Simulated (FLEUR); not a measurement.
Band structure of AlCoNi6 (P4/mmm, 8 atoms in the cell).

```yaml
crystal:
  lattice:
    - [3.52277, 0.00000, 0.00000]
    - [0.00000, 3.52277, 0.00000]
    - [0.00000, 0.00000, 7.07287]
  atoms:
    - { symbol: Al, position: [0.00000, 0.00000, 0.00000] }
    - { symbol: Co, position: [0.00000, 0.00000, 0.50000], spin: 3.0 }
    - { symbol: Ni, position: [0.50000, 0.50000, 0.00000], spin: 2.0 }
    - { symbol: Ni, position: [0.50000, 0.50000, 0.50000], spin: 2.0 }
    - { symbol: Ni, position: [0.50000, 0.00000, 0.25622], spin: 2.0 }
    - { symbol: Ni, position: [0.50000, 0.00000, 0.74378], spin: 2.0 }
    - { symbol: Ni, position: [0.00000, 0.50000, 0.25622], spin: 2.0 }
    - { symbol: Ni, position: [0.00000, 0.50000, 0.74378], spin: 2.0 }
```
(The spins are starting values, not results.)

Method of the run: LDA (Perdew-Zunger), all-electron FLAPW (FLEUR), scalar-relativistic valence run with FLEUR.

Settings: Kmax = 3.6 1/bohr; GmaxXC = 12.6 1/bohr; xcFunctional = pz; jspins = 2; l_soc = F; mode = hist; fermiSmearingEnergy = 0.00734986 Htr; mesh (inpgen div1-3) = 5 5 3; inpgen gamma flag = false; Gmax = 12.6 1/bohr; numbands = 0; maxIterBroyd = 40; imix = Anderson; alpha = 0.05.

The starting cell comes from a database of computed structures (which also holds hypothetical and non-ambient phases and stackings), without a prior relaxation at this level. Values depend on the basis (sphere radii, cutoffs, local orbitals), which need not be converged.

Levels in eV from the Fermi level, bands 56 to 63 of the first spin channel:
| point | 56 | 57 | 58 | 59 | 60 | 61 | 62 | 63 |
|---|---|---|---|---|---|---|---|---|
| Γ | -0.28 | -0.26 | -0.26 | -0.26 | 1.52 | 1.52 | 1.61 | 6.62 |
| X | -0.82 | -0.75 | -0.24 | -0.08 | 0.25 | 0.85 | 0.87 | 6.28 |
| M | -0.81 | -0.41 | -0.41 | -0.41 | -0.28 | 0.26 | 0.29 | 0.96 |
| Z | -0.58 | -0.43 | -0.34 | -0.26 | -0.25 | 3.11 | 3.11 | 3.70 |
| R | -0.75 | -0.73 | -0.63 | -0.37 | -0.37 | 2.67 | 2.89 | 3.08 |
| A | -0.73 | -0.71 | -0.58 | 0.31 | 0.31 | 0.42 | 0.78 | 0.84 |
